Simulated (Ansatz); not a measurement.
## Hypothetical rock salt MoP: pressure series

Base system: MoP in the rock salt structure (space group Fm-3m, No. 225; a = 4.901 Å; a hypothetical phase, not in the database extracts checked).

Cell and atoms are relaxed at each pressure.

Level of theory: PBEsol (Ansatz, a quantum-chemistry and plane-wave program; PAW; 420 eV plane waves; scalar-relativistic without spin-orbit coupling).

Notes on the quantities. enthalpy: H = E + PV relative to the base's energy.

```json
[
 {"case": "base", "enthalpy": "–", "shortest interatomic distance": "2.450 Å"},
 {"case": "pressure −2 GPa", "enthalpy": "-0.18 eV/atom", "shortest interatomic distance": "2.459 Å"},
 {"case": "pressure −1 GPa", "enthalpy": "-0.09 eV/atom", "shortest interatomic distance": "2.454 Å"},
 {"case": "pressure 1.8 GPa", "enthalpy": "+0.16 eV/atom", "shortest interatomic distance": "2.443 Å"},
 {"case": "pressure 4.2 GPa", "enthalpy": "+0.38 eV/atom", "shortest interatomic distance": "2.435 Å"},
 {"case": "pressure 9 GPa", "enthalpy": "+0.81 eV/atom", "shortest interatomic distance": "2.418 Å"},
 {"case": "pressure 18 GPa", "enthalpy": "+1.59 eV/atom", "shortest interatomic distance": "2.391 Å"},
 {"case": "pressure 30 GPa", "enthalpy": "+2.59 eV/atom", "shortest interatomic distance": "2.359 Å"},
 {"case": "pressure 45 GPa", "enthalpy": "+3.79 eV/atom", "shortest interatomic distance": "2.326 Å"},
 {"case": "pressure 60 GPa", "enthalpy": "+4.95 eV/atom", "shortest interatomic distance": "2.298 Å"}
]
```

Load acts through the strain it causes; cell and atoms are relaxed under it. Whether these cells are dynamically stable was not tested. Competing high-pressure phases were not computed. All final runs are without spin polarisation. An odd electron count without spin: MoP. MoP has a high density of states at the Fermi level and may be magnetic at this level.
